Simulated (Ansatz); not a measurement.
The starting structures come from a database of crystals and need not be the phases stable at ambient conditions.

 Where the default PAW files enter, the runs use the earlier of Ansatz's two default sets.

Inside the gap of an insulator the Bloch states are evanescent, with a wavenumber k + iκ along the transport direction.

```
CuNaO2
1.0
    2.73633     0.00000     0.00000
    1.36817     3.17398     0.00000
    1.36817    -0.10735     5.21663
Na Cu O
1 1 2
Direct
  0.50000   0.50000   0.50000
  0.00000   0.00000   0.00000
  0.34100   0.08996   0.22804
  0.65900   0.91004   0.77196
```

Space group of this cell: C2/m. The cell is taken as given.

Transport runs along the normal of the first two printed cell vectors.

No gap correction and no spin-orbit coupling; mid-gap values are interpolated between computed energies.

State the band gap and the smallest decay constant κ at mid-gap according to Ansatz (a first-principles code) with PBEsol.

Gap 0.46 eV on a 12×12×12 mesh; κ = 0.203 1/Å, at (0.250, 0.100) of the in-plane reciprocal vectors. At the zone centre, at the nearest computed energy, the slowest state has κ = 0.38 1/Å.
